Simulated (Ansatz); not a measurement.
```xyz
24
Lattice="-4.6426 4.1252 -4.3051 4.6417 4.1212 4.3025 4.6464 4.1238 -4.3104" Properties=species:S:1:pos:R:3 pbc="T T T"
Mo    -2.3416     4.0958    -4.2961
Mo     4.6799     4.1028    -0.0121
Ti     2.3097     4.1556    -4.3357
Mo     0.0110     4.1621     0.0198
Mo    -1.1965     6.2053    -2.1464
Mo     1.1833     2.0912    -2.1650
Mo     3.4725     6.1460    -2.1783
Ti     1.1784     6.1552    -6.4358
Si     2.3148     2.8046     0.0014
Si     4.6553     6.9509    -0.0159
Si     2.3351     6.9380    -4.3164
Si    -0.0143     6.9293    -0.0011
Si     2.3254     5.4751    -0.0004
Si     0.0052     5.4302    -4.2959
Si     2.3239     9.5396    -4.3072
Si    -0.0090     1.2755    -0.0174
Si     1.1687     7.5035    -2.1599
Si     3.4978     3.3788    -2.1574
Si     5.7947     7.4939    -2.1526
Si    -1.1718     3.3572    -2.1426
Si     1.1581     4.8330    -2.1581
Si     3.4925     9.0326    -2.1411
Si     1.1634     9.0175    -6.4669
Si     3.4783     4.8779     2.1374
```

The mixing enthalpy is taken against the end members in the TiSi2 (C54) type type (which need not be the stable form of TiSi2 and MoSi2), relaxed in the same cell and mesh.

All values below come from PBE (plane waves to 420 eV, PAW; Ansatz, a quantum-chemistry and plane-wave program). Spin–orbit coupling is left out; the runs are not spin-polarised. Its k-point mesh 5×5×5, Fermi–Dirac width 0.05 eV.

Problem. Give the composition and order of this alloy cell, and its volume, bond lengths and mixing enthalpy.

Solution. A 24-atom cell of (Ti,Mo)Si2 started in the TiSi2 (C54) type structure, site fractions Ti 0.250, Mo 0.750, short-range order 0.00 in the first shell of the mixed sites (0 is random, a negative value favours unlike neighbours), space group P-1 at the end.
- volume per atom: 13.74 Å³
- Mo–Si bonds: 2.655 Å on average, from 2.541 to 2.887 (60)
- Si–Ti bonds: 2.649 Å on average, from 2.538 to 2.863 (20)
- mixing enthalpy per site of the mixed sublattice: -1 meV
- departure of the mean lattice parameter from Vegard's line: under 0.15 %, inside the noise of the relaxations
